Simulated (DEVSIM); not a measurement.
System: GaP/Si p-n heterojunction, at 400 K.

```csv
layer (left to right),material,thickness (μm),Nd (cm⁻³),Na (cm⁻³),τn (s),τp (s)
1,GaP,0.120,-,5.4e17,1.1e-6,1.1e-6
2,Si,0.0900,7.6e15,-,1.1e-6,1.1e-6
```

Left contact: ohmic. Right contact: ohmic. Voltage is applied to the left contact. Recombination: SRH at mid-gap. Mobility is constant in doping.

The device is made up for the run: typed textbook-type constants, with dimensions and the other settings drawn at random. Values at 300 K; Nc and Nv go as T^1.5, mobilities as T to minus their exponent, the gap by Varshni's rule with the affinity fixed.

| parameter | GaP | Si |
|---|---|---|
| gap (eV) | 2.26 | 1.124 |
| affinity (eV) | 3.8 | 4.05 |
| permittivity | 11.1 | 11.7 |
| Nc (cm⁻³) | 1.8e19 | 2.86e19 |
| Nv (cm⁻³) | 1.9e19 | 3.1e19 |
| μn (cm²/Vs) | 250 | 1417 |
| μp (cm²/Vs) | 150 | 470 |
| T exponent of μn | 1.6 | 2.3 |
| T exponent of μp | 1.98 | 2.2 |
| Varshni α (eV/K) | 0.00058 | 0.000473 |
| Varshni β (K) | 372 | 636 |

Model (solved in DEVSIM): 1D drift-diffusion, Boltzmann statistics, complete ionisation; no tunnelling, impact ionisation, image-force lowering or self-heating. Band offsets follow the typed affinities; no thermionic-emission limit at abrupt steps, no polarisation charge.

Tabulate band edges, carrier densities and field at 0.9 V on the left contact.

Energies count from the Fermi level of the right contact; mesh points crowd at the junctions.

```tsv
x (μm)	Ec (eV)	Ev (eV)	n (cm⁻³)	p (cm⁻³)	field (V/cm)
0.000	1.180	-1.038	< 1e2	5.4e17	33
0.002672	1.180	-1.038	1100	5.4e17	33
0.007164	1.180	-1.038	2800	5.4e17	33
0.01349	1.180	-1.038	5300	5.4e17	33
0.02763	1.180	-1.038	11000	5.4e17	32
0.04439	1.180	-1.038	17000	5.4e17	22
0.06908	1.180	-1.038	27000	5.3e17	-520
0.09323	1.165	-1.052	55000	3.5e17	-22000
0.1041	1.114	-1.103	250000	7.9e16	-81000
0.1112	1.036	-1.182	2500000	8.0e15	-140000
0.1163	0.953	-1.264	2.7e7	6.4e14	-180000
0.1200	0.629	-0.467	5.2e11	3.8e18	-210000
0.1227	0.589	-0.508	1.7e12	1.2e18	-120000
0.1266	0.553	-0.544	4.8e12	4.1e17	-73000
0.1353	0.504	-0.592	2.0e13	1.0e17	-44000
0.1467	0.461	-0.635	6.8e13	2.9e16	-33000
0.1625	0.414	-0.682	2.7e14	7.2e15	-28000
0.1791	0.371	-0.726	9.4e14	1.9e15	-25000
0.1943	0.334	-0.762	2.7e15	4.8e14	-23000
0.2018	0.317	-0.779	4.4e15	1.9e14	-23000
0.2063	0.307	-0.789	6.0e15	7.4e13	-22000
0.2100	0.299	-0.798	7.6e15	4.2e9	-22000
```
